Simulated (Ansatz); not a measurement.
Seebeck coefficient (μV/K, mean over directions) of n-type InP (F-43m) against carrier density, Ansatz (a first-principles code) with HSE06 with spin-orbit coupling, rigid bands. Computed gap 1.41 eV; densities at which minority carriers matter at this gap, or further valleys turn the trend, are left out. Conductivity mass 0.095 mₑ (harmonic mean over directions), N_c = 6.8e17 cm⁻³ at 300 K.

| electron density | 300 K | 500 K |
|---|---|---|
| 1e16 cm⁻³ | -578 | -647 |
| 1e17 cm⁻³ | ? | -450 |
| 1e18 cm⁻³ | -193 | -257 |
| 3e18 cm⁻³ | -118 | -173 |
| 1e19 cm⁻³ | ? | ? |
| 3e19 cm⁻³ | -33 | -55 |
| 1e20 cm⁻³ | -18 | -32 |

Q: Some entries are withheld; supply them.

A: 
- 1e17 cm⁻³, 300 K: -380
- 1e19 cm⁻³, 300 K: -61
- 1e19 cm⁻³, 500 K: -99

Rigid bands with a gap fixed in temperature, one relaxation time for all states, no polarons or phonon drag, and whether or not such doping can be reached. Geometry: cell and atoms relaxed with PBEsol.
